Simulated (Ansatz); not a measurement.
# AuSn₂ (model structure, started from the C15 type, Fd-3m, No. 227, 6 atoms in the cell): properties by level of theory

| level (code) | equilibrium lattice constant a (Å) | cohesive energy (eV/atom) |
|---|---|---|
| LDA (Ansatz) | 8.352 | 3.60 |
| PBE (Ansatz) | 8.621 | 2.73 |
| PBEsol (Ansatz) | ___ | 3.18 |

Some entries are withheld; supply them.


- PBEsol (Ansatz, a quantum-chemistry and plane-wave program), equilibrium lattice constant a (Å): 8.440

Ansatz's density-functional and Hartree–Fock values are scalar-relativistic unless marked +SOC, with PAW data made under PBE.

Free atoms are spin-polarised, in the lowest state found; at levels without +SOC their spin–orbit coupling is left out.

Static lattice: no zero-point or thermal effects.

A model structure was made by putting elements into a prototype or built by hand; it is no filed structure, need not be a known phase, and can be a saddle point held by its symmetry.
